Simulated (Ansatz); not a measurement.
# Effective masses and thermopower of YN under load (space group Fm-3m)

Here is the system:

```xyz
2
Lattice="0.0000 2.4385 2.4385 2.4385 0.0000 2.4385 2.4385 2.4385 0.0000" Properties=species:S:1:pos:R:3 pbc="T T T"
Y      0.0000     0.0000     0.0000
N      2.4385     2.4385     2.4385
```

Method: r2SCAN with spin-orbit coupling, rigid bands (plane waves, PAW; Ansatz, a first-principles code). Condition of this run: hydrostatic pressure 2 GPa (the target of the relaxation). Cell: cell and atoms relaxed with r2SCAN, then loaded as said.

- band gap = 0.55 eV
- electron conductivity mass (300 K, dilute) = 0.22 mₑ
- hole conductivity mass (300 K, dilute) = 0.59 mₑ
- effective density of states N_c (300 K) = 1.3e19 cm⁻³
- effective density of states N_v (300 K) = 2.4e19 cm⁻³
- density-of-states mass, electrons = 0.65 mₑ
- density-of-states mass, holes = 0.97 mₑ
- Seebeck coefficient, n-type 1e19 cm⁻³, 300 K = -240 μV/K
- best n-type power factor at 300 K for τ = 10 fs (best axis; densities from 1e16 to 1e21 cm⁻³ tried, whether or not they can be reached) = 9.1 μW/(cm·K²) at 3e19 cm⁻³
- Seebeck coefficient, p-type 1e19 cm⁻³, 300 K = 314 μV/K
- best p-type power factor at 300 K for τ = 10 fs (best axis; densities from 1e16 to 1e21 cm⁻³ tried, whether or not they can be reached) = 11.3 μW/(cm·K²) at 3e20 cm⁻³

Rigid bands; masses and Seebeck coefficients take one relaxation time τ for all states and one kind of carrier; polarons and phonon drag are left out.
